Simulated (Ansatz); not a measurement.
Amorphous cells of 8 compositions: the gap between the highest filled and lowest empty level at the zone centre, by PBE and by a single point of r2SCAN on the same geometry (PBE, scalar-relativistic without spin-orbit coupling (plane waves to 420 eV, PAW; Ansatz, a quantum-chemistry and plane-wave program); r2SCAN at 500 eV). The networks come from melt-quench runs on the CHGNet potential at compositions and starting densities chosen by hand, with anions pushed apart in the CHGNet dynamics, and DFT then relaxed them. The cells are small and were quenched far faster than real films, so single cells scatter. Defect or tail levels can set these gaps. The rows are the first to finish with both values and no moments.

```json
[
 {"cell": "A (Ti20O42Sn, 3.71 g/cm3)", "PBE gap x (eV)": "2.39", "r2SCAN gap y (eV)": "2.74"},
 {"cell": "B (Ti20O41Mg, 3.58 g/cm3)", "PBE gap x (eV)": "2.48", "r2SCAN gap y (eV)": "2.82"},
 {"cell": "C (Ti20O41Na2, 3.54 g/cm3)", "PBE gap x (eV)": "2.59", "r2SCAN gap y (eV)": "2.94"},
 {"cell": "D (Ti20O42Si, 3.53 g/cm3)", "PBE gap x (eV)": "2.61", "r2SCAN gap y (eV)": "2.97"},
 {"cell": "E (Ti20O41Sr, 3.67 g/cm3)", "PBE gap x (eV)": "2.65", "r2SCAN gap y (eV)": "2.98"},
 {"cell": "F (Ti20O41Ca, 3.59 g/cm3)", "PBE gap x (eV)": "2.74", "r2SCAN gap y (eV)": "3.10"},
 {"cell": "G (Ti20O42Hf, 3.88 g/cm3)", "PBE gap x (eV)": "2.78", "r2SCAN gap y (eV)": "withheld"},
 {"cell": "H (Si24O51Y2, 2.38 g/cm3)", "PBE gap x (eV)": "4.25", "r2SCAN gap y (eV)": "4.85"}
]
```

### Question
Fit a straight line through the 7 full rows and predict the withheld value for G (Ti20O42Hf, 3.88 g/cm3).

### Answer
Means: x = 2.816, y = 3.200. Slope = Σ(Δx Δy) / Σ(Δx²) = 2.84 / 2.478 = 1.15; the r.m.s. residual is 0.017. Prediction: 3.200 + 1.15 × (2.78 − 2.816) = 3.16. The run gave 3.14, 0.02 below the line.
